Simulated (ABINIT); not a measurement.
## A self-consistent single point of Rb₃Sr (I4/mmm, 4 atoms in the cell) with ABINIT

Level of theory: PBEsol, PAW (JTH v2.0 PBE PAW, files made for PBE) (plane waves; ABINIT).

Input as run:

```
# Rb3Sr, JTH v2.0 PBE PAW
pp_dirpath "./"
pseudos "Rb.GGA_PBE-JTH.xml, Sr.GGA_PBE-JTH.xml"
acell 3*1.0
rprim
        -6.4473109002    6.4473109002   13.1004507699
         6.4473109002   -6.4473109002   13.1004507699
         6.4473109002    6.4473109002  -13.1004507699
natom 4
ntypat 2
znucl 37 38
typat 1 1 1 2
xcart
        -0.0000000000    3.4117700000    3.4662300000
         3.4117700000   -0.0000000000    3.4662300000
        -0.0000000000   -0.0000000000    6.9324600000
         0.0000000000    0.0000000000    0.0000000000
      Angstrom
ecut 40 Ry
pawecutdg 80 Ry
pawxcdev 0
ixc -116133
occopt 3
tsmear 0.136 eV
nband 25
kptopt 1
ngkpt 5 5 5
nshiftk 1
shiftk 0 0 0
nstep 60
toldfe 1.0e-09
prtwf 0
prtden 0
```

Output, abridged:

```
 Symmetries : space group I4/m m m (#139); Bravais tI (body-center tetrag.)

 -outvars: echo values of preprocessed input variables --------
            acell      1.0000000000E+00  1.0000000000E+00  1.0000000000E+00 Bohr
             ecut      2.00000000E+01 Hartree
              ixc     -116133
         kptrlatt        5    0    0      0    5    0      0    0    5
          kptrlen      6.44731090E+01
            natom           4
            nband          25
            ngfft          72      72      72
          ngfftdg          96      96      96
             nkpt          18
            nstep          60
             nsym          16
           ntypat           2
           occopt           3
        pawecutdg      4.00000000E+01 Hartree
         pawxcdev           0
            rprim     -6.4473109002E+00  6.4473109002E+00  1.3100450770E+01
                       6.4473109002E+00 -6.4473109002E+00  1.3100450770E+01
                       6.4473109002E+00  6.4473109002E+00 -1.3100450770E+01
          spgroup         139
           toldfe      1.00000000E-09 Hartree
           tsmear      4.99790825E-03 Hartree
            typat      1  1  1  2
           useylm           1
             xred      7.5000000000E-01  2.5000000000E-01  5.0000000000E-01
                       2.5000000000E-01  7.5000000000E-01  5.0000000000E-01
                       5.0000000000E-01  5.0000000000E-01  0.0000000000E+00
                       0.0000000000E+00  0.0000000000E+00  0.0000000000E+00
            znucl       37.00000   38.00000

== DATASET  1 ==================================================================

 Real(R)+Recip(G) space primitive vectors, cartesian coordinates (Bohr,Bohr^-1):
 R(1)= -6.4473109  6.4473109 13.1004508  G(1)=  0.0000000  0.0775517  0.0381666
 R(2)=  6.4473109 -6.4473109 13.1004508  G(2)=  0.0775517  0.0000000  0.0381666
 R(3)=  6.4473109  6.4473109-13.1004508  G(3)=  0.0775517  0.0775517  0.0000000
 Unit cell volume ucvol=  2.1782286E+03 bohr^3
 Angles (23,13,12)=  1.32350759E+02  1.32350759E+02  6.96756025E+01 degrees

 Coarse grid specifications (used for wave-functions):

 getcut: wavevector=  0.0000  0.0000  0.0000  ngfft=  72  72  72
         ecut(hartree)=     20.000   => boxcut(ratio)=   2.24098

 Fine grid specifications (used for densities):

 getcut: wavevector=  0.0000  0.0000  0.0000  ngfft=  96  96  96
         ecut(hartree)=     40.000   => boxcut(ratio)=   2.11281

   6.37541376E+03                                ecore*ucvol(ha*bohr**3)

_setup2: Arith. and geom. avg. npw (full set) are    9302.648    9302.629

--- !BeginCycle
solver: {iscf: 17, nstep: 60, nline: 4, wfoptalg: 10, }
tolerances: {toldfe: 1.00E-09, }
...

     iter   Etot(hartree)      deltaE(h)  residm     nres2
 ETOT  1  -103.99837183278    -1.040E+02 5.725E-02 1.184E+00
 ETOT  2  -104.11134289030    -1.130E-01 6.969E-03 6.224E-01
 ETOT  3  -104.11062668378     7.162E-04 2.822E-03 2.809E-01
 ETOT  4  -104.11000788220     6.188E-04 9.284E-04 1.254E-02
 ETOT  5  -104.10999572008     1.216E-05 4.408E-04 1.331E-03
 ETOT  6  -104.10999458248     1.138E-06 1.041E-03 2.091E-04
   [... 2 lines left out ...]
 ETOT  9  -104.10999378187     4.141E-08 2.355E-04 2.453E-06
 ETOT 10  -104.10999377397     7.902E-09 1.728E-04 2.286E-07
 ETOT 11  -104.10999377528    -1.311E-09 8.521E-05 4.500E-07
 ETOT 12  -104.10999377480     4.771E-10 5.717E-05 2.703E-07
 ETOT 13  -104.10999377422     5.754E-10 2.696E-05 6.756E-09

 At SCF step   13, etot is converged :
  for the second time, diff in etot=  5.754E-10 < toldfe=  1.000E-09

 Cartesian components of stress tensor (hartree/bohr^3)
  sigma(1 1)=  8.30029387E-06  sigma(3 2)=  0.00000000E+00
  sigma(2 2)=  8.30029387E-06  sigma(3 1)=  0.00000000E+00
  sigma(3 3)=  8.38068917E-06  sigma(2 1)=  0.00000000E+00

 ----iterations are completed or convergence reached----

 reduced coordinates (array xred) for    4 atoms
       0.750000000000      0.250000000000      0.500000000000
       0.250000000000      0.750000000000      0.500000000000
       0.500000000000      0.500000000000      0.000000000000
       0.000000000000      0.000000000000      0.000000000000
 cartesian forces (eV/Angstrom) at end:
    1     -0.00000000000000    -0.00000000000000    -0.00000000000000
    2      0.00000000000000     0.00000000000000     0.00000000000000
    3     -0.00000000000000     0.00000000000000    -0.00000000000000
    4     -0.00000000000000     0.00000000000000    -0.00000000000000
 frms,max,avg= 3.9904285E-28 8.6826122E-28   0.000E+00  0.000E+00  0.000E+00 e/A
 length scales=  1.000000000000  1.000000000000  1.000000000000 bohr
              =  0.529177208590  0.529177208590  0.529177208590 angstroms
 Fermi (or HOMO) energy (hartree) =   0.01154   Average Vxc (hartree)=  -0.22221
 Eigenvalues (hartree) for nkpt=  18  k points:
 kpt#   1, nband= 25, wtk=  0.00800, kpt=  0.0000  0.0000  0.0000 (reduced coord)
  -1.37190   -1.03884   -1.03859   -1.03858   -0.70856   -0.70856   -0.70849   -0.45648
  -0.45591   -0.45591   -0.45438   -0.45438   -0.45370   -0.45291   -0.45291   -0.45288
  -0.07777    0.02119    0.03544    0.04240    0.05251    0.05251    0.05565    0.05822
   0.05822
      occupation numbers for kpt#   1
   2.00000    2.00000    2.00000    2.00000    2.00000    2.00000    2.00000    2.00000
   2.00000    2.00000    2.00000    2.00000    2.00000    2.00000    2.00000    2.00000
   2.00000    0.25349    0.01664    0.00415    0.00055    0.00055    0.00029    0.00018
   0.00018
 prteigrs : prtvol=0 or 1, do not print more k-points.

--- !EnergyTerms
comment             : Components of total free energy in Hartree
kinetic             :  3.50234408617954E+01
hartree             :  2.88104819031151E+01
xc                  : -2.58221845636489E+01
Ewald energy        : -6.05915383938327E+01
psp_core            :  2.92688000920298E+00
local_psp           : -7.73524278561710E+01
spherical_terms     : -7.09535783238458E+00
internal            : -1.04100705871924E+02
'-kT*entropy'       : -9.29855308576552E-03
total_energy        : -1.04110004425010E+02
total_energy_eV     : -2.83297729407524E+03
...

-Cartesian components of stress tensor (GPa)         [Pressure= -2.4499E-01 GPa]
- sigma(1 1)=  2.44203035E-01  sigma(3 2)=  0.00000000E+00
- sigma(2 2)=  2.44203035E-01  sigma(3 1)=  0.00000000E+00
- sigma(3 3)=  2.46568347E-01  sigma(2 1)=  0.00000000E+00

 Calculation completed.
```

The run converged in 13 iterations.

The starting cell comes from a database of computed structures (which also holds hypothetical and non-ambient phases and stackings), without a prior relaxation at this level. The potentials were made for another functional than the one used.

Cost on one core of a shared machine: roughly 3 min.
